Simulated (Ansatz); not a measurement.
Spacing of the highest filled and lowest empty level at the zone centre in eight small model glasses of hand-chosen composition and density, fast-quenched (anions pushed apart in CHGNet runs), each at its PBE geometry, by PBE and by HSE06 (Ansatz, an electronic-structure program, plane waves, PAW). The cells are the first eight to finish that balance their formal charges, show no moments and no lower geometry on charging where those were tested, and have a gap at both levels; defect levels can set the spacings, and exact exchange is cut at the cells' faces.

```csv
cell,quench by,pressure (GPa),levels at the gap,PBE (eV),"experiment, tabulated (eV)"
In24O39W,CHGNet,0.1,localised at the filled edge,0.65,-
Hf18O38Ti,CHGNet,2.1,localised at both edges,3.01,-
Al28O45Mo,CHGNet,-1.0,localised at both edges,1.53,-
Ti20O41Na2,CHGNet,0.8,localised at the filled edge,2.59,-
In24O37Li2,CHGNet,0.1,localised at the filled edge,0.46,-
In9Ga9Zn9O38Si,CHGNet,1.7,localised at the filled edge,0.59,-
Hf18O37Zn,CHGNet,0.4,localised at the filled edge,3.89,-
Ti20O42Zr,CHGNet,0.0,localised at the filled edge,2.79,-
```

**Question.** What does HSE06 give, and how does it move these values against PBE?

**Answer.** In24O39W 2.07, Hf18O38Ti 4.64, Al28O45Mo 2.90, Ti20O41Na2 4.11, In24O37Li2 1.82, In9Ga9Zn9O38Si 2.16, Hf18O37Zn 5.44, Ti20O42Zr 4.33 eV. It raises them by +1.36 to +1.63 eV, +1.49 eV on average. A straight line through the eight gives HSE06 = 1.05 × PBE +1.40 eV, with a scatter of 0.07 eV.
